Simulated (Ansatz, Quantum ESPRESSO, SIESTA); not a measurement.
# One structure in several programs: Mg6AlSi (Amm2, 8 atoms in the cell)

Self-consistent single point.

```xyz
8
Lattice="5.1532 0.0000 0.0000 0.0000 3.0344 5.2866 0.0000 -3.0344 5.2866" Properties=species:S:1:pos:R:3 pbc="T T T"
Mg     0.0000    -1.4887     6.1931
Mg     0.0000     1.4887     6.1931
Mg     0.0000     0.0000     3.5156
Mg     2.5766    -1.5344     4.3863
Mg     2.5766     1.5344     4.3863
Mg     2.5766     0.0000     1.7689
Al     0.0000     0.0000     8.7838
Si     2.5766     0.0000     7.0655
```

Shared settings, as Ansatz (a first-principles code) writes them: kpoints.mp_grid.grid = 6 6 6; scf.occupations.method = fermi_dirac; scf.occupations.width = 0.1 eV. Potentials and cutoffs stand in the table.

```tsv
code	model	pressure (GPa)	largest force (eV/Å)	cutoff
Ansatz	PBEsol, PAW files made with PBE	-1.21	0.068	420 eV
SIESTA	GGA PBEsol, numerical atomic orbitals DZP, PseudoDojo PBEsol standard norm-conserving potentials (rewritten from UPF to PSML)	1.59	0.085	grid 300 Ry
Quantum ESPRESSO	PBEsol, GBRV 1.5 ultrasoft (PBESOL) pseudopotentials	-1.21	0.067	40 Ry
```

Size of the force on each atom (eV/Å): Sizes of forces hide their directions.

```
code                Mg1    Mg2    Mg3    Mg4    Mg5    Mg6    Al7    Si8
----------------  -----  -----  -----  -----  -----  -----  -----  -----
Ansatz            0.061  0.061  0.003  0.062  0.062  0.005  0.052  0.068
SIESTA            0.062  0.062  0.047  0.013  0.013  0.061  0.085  0.025
Quantum ESPRESSO  0.062  0.062  0.004  0.063  0.063  0.005  0.050  0.067
```

The spread over the programs that give each value: pressure within 2.80 GPa; largest force within 0.018 eV/Å.

SIESTA uses small atom-centred bases, whose incompleteness enters pressures, forces and empty levels differently from a plane-wave cutoff. Ansatz's pressure is given at a fixed set of plane waves, as the other plane-wave codes print theirs. In the pressure, SIESTA (by 2.80) lies more than 1 GPa from the median of the plane-wave programs.

On the base mesh (3 3 3) the same programs gave: Ansatz pressure -1.60 GPa; Quantum ESPRESSO pressure -1.60 GPa; SIESTA pressure 1.11 GPa.

The values differ from the base mesh's, so the mesh still matters here: the table compares the programs at equal settings.

The starting cell comes from a database of computed structures (which also holds hypothetical and non-ambient phases and stackings), without a prior relaxation at this level.

Left out of this page: CP2K (unsound by tests on forces, stress, charge or solver warnings).

Keys are those of Ansatz 0.2.
